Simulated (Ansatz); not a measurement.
## Several settings converged on CoAuO₂ (P3m1, 8 atoms in the cell)

```
CELL_PARAMETERS angstrom
      2.87019     0.00000     0.00000
     -1.43509     2.48565     0.00000
      0.00000     0.00000    12.11167
ATOMIC_POSITIONS crystal
  Co 0.00000 0.00000 0.00413
  Co 0.00000 0.00000 0.50000
  Au 0.66667 0.33333 0.75000
  Au 0.33333 0.66667 0.25000
  O  0.33333 0.66667 0.42187
  O  0.66667 0.33333 0.57813
  O  0.66667 0.33333 0.92187
  O  0.33333 0.66667 0.07813
```

Base method: PBEsol, default PAW files made with PBE (plane waves; Ansatz, a quantum-chemistry and plane-wave program).

Base settings: basis.ecutwfc = 420 eV; kpoints.mp_grid.grid = 9 9 1; hamiltonian.xc = pbesol; hamiltonian.pseudopotentials = {kind: paw} (the program's default PAW files); scf.occupations.method = gaussian; scf.occupations.width = 0.1 eV.

The count of work is k-points × plane waves × bands × iterations; it is no time. 

**The cutoff for other potential files**

Level: DFT, PBEsol, plane waves, harder PAW files (source: ansatz) made with PBE.

In this ladder: hamiltonian.pseudopotentials = {kind: paw, source: ansatz}.

The second cell is the first with its lattice scaled by 0.98.

The mesh stays at the base's, so the ladder's end is converged at best in this setting alone.

The first pressure column holds Ansatz's estimate of the finite-basis (Pulay) stress, which hides part of the cutoff error; the other is without it.

Only quantities that move along the ladder and can be compared are tabulated.

```csv
basis.ecutwfc,free energy less the last step's (meV/atom),energy of the compressed cell less the first (meV/atom),pressure (GPa),pressure without the Pulay estimate (GPa),largest difference of a force vector from the last step's (eV/Å),count of work / last
420 eV,2490.44,88.77,10.07,-174.35,1.086,0.12
510 eV,546.79,18.41,-2.84,-47.66,0.230,0.14
650 eV,46.96,27.76,-0.43,-6.29,0.025,0.20
790 eV,2.56,27.07,-0.58,-0.97,0.001,0.28
930 eV,0.62,27.03,-0.58,-0.59,0.000,0.35
1115 eV,0.36,27.03,-0.58,-0.59,0.000,0.47
1395 eV,0.13,27.02,-0.58,-0.58,0.000,0.65
1860 eV,0.00,27.02,-0.58,-0.58,0.000,1.0
```

Coarsest basis.ecutwfc that holds the energy of the compressed cell less the first within 0.5 meV/atom of the last step, with all finer ones: 790 eV, at 0.28 of the last step's count of work; the step before is off by 0.74 meV/atom.

Coarsest basis.ecutwfc that holds the forces within 0.02 eV/Å of the last step, with all finer ones: 790 eV, at 0.28 of the last step's count of work; the step before is off by 0.025 eV/Å.

Coarsest basis.ecutwfc that holds the free energy within 5 meV/atom of the last step, with all finer ones: 790 eV, at 0.28 of the last step's count of work; the step before is off by 47 meV/atom.

The energy difference between the two cells stays within 1 meV/atom of the last step's from 650 eV on, the total only from 930 eV on: much of the error is common to both cells and cancels.

At the lowest cutoff the pressure without the Pulay estimate lies 174 GPa under the last step's, the usual sign of Pulay stress in an incomplete plane-wave basis.

**The density cutoff**

The second cell is the first with its lattice scaled by 0.98.

The mesh stays at the base's, so the ladder's end is converged at best in this setting alone.

Only quantities that move along the ladder and can be compared are tabulated.

```tsv
basis.ecutrho_ratio	free energy less the last step's (meV/atom)	energy of the compressed cell less the first (meV/atom)	pressure (GPa)	largest difference of a force vector from the last step's (eV/Å)
2	-6.39	28.68	0.37	0.018
3	-0.08	27.50	-0.49	0.000
4	-0.03	27.54	-0.49	0.000
5	-0.01	27.54	-0.49	0.000
6	-0.01	27.54	-0.49	0.000
8	0.00	27.54	-0.49	0.000
10	0.00	27.54	-0.49	0.000
12	0.00	27.54	-0.49	0.000
16	0.00	27.54	-0.49	0.000
```

Coarsest basis.ecutrho_ratio that holds the forces within 0.01 eV/Å of the last step, with all finer ones: 3; the step before is off by 0.018 eV/Å.

Coarsest basis.ecutrho_ratio that holds the pressure within 0.05 GPa of the last step, with all finer ones: 3; the step before is off by 0.85 GPa.

Coarsest basis.ecutrho_ratio that holds the free energy within 2 meV/atom of the last step, with all finer ones: 3; the step before is off by 6.4 meV/atom.

**The relaxed cell against the cutoff**

On CoAuO2 (P6_3/mmc, 8 atoms in the cell): atoms on their sites.

In this ladder: relax = cell and atoms.

The mesh stays at the base's, so the ladder's end is converged at best in this setting alone.

Only quantities that move along the ladder and can be compared are tabulated.

```tsv
basis.ecutwfc	relaxed volume (Å³/atom)	relaxation steps
250 eV	10.571	94
295 eV	10.651	20
355 eV	10.788	10
420 eV	10.789	6
505 eV	10.788	6
630 eV	10.787	6
840 eV	10.787	6
```

Coarsest basis.ecutwfc that holds the relaxed volume within 0.011 Å³/atom of the last step, with all finer ones: 355 eV; the step before is off by 0.14 Å³/atom.

At the lowest cutoff the cell relaxes to a volume 2.0 % smaller than at the highest. Ansatz relaxes on a stress corrected for the finite basis.

On the base run: the starting cell comes from a database of computed structures (which also holds hypothetical and non-ambient phases and stackings), without a prior relaxation at this level. Its lattice was rescaled by up to half a per cent. One atom was moved a little off its site on purpose. Spin polarisation is off, so a magnetic state, if there is one, cannot be reached. In the base run, forces exceed 1 eV/Å.

Left out of this page: 1 run of the series failed or unconverged.

Keys are those of Ansatz 0.2.
